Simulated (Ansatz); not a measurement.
# Response to strain in YN

Consider YN in the rock salt structure (space group Fm-3m, No. 225; a = 4.896 Å).

Strains are applied to the cell and any free atomic positions relax.

Computed with plane-wave PAW DFT at the r2SCAN level (Ansatz, a program for electronic structure, 500 eV), no spin-orbit coupling.

Candidates:
(a) isotropic strain −2.50 %
(b) isotropic strain −1.50 %
(c) isotropic strain −2.00 %

For the base:

The band gap is 0.58 eV.

Order them by band gap, highest first.

(b) isotropic strain −1.50 % (0.50 eV), (c) isotropic strain −2.00 % (0.47 eV), (a) isotropic strain −2.50 % (0.44 eV)

Whether these cells are dynamically stable was not tested.
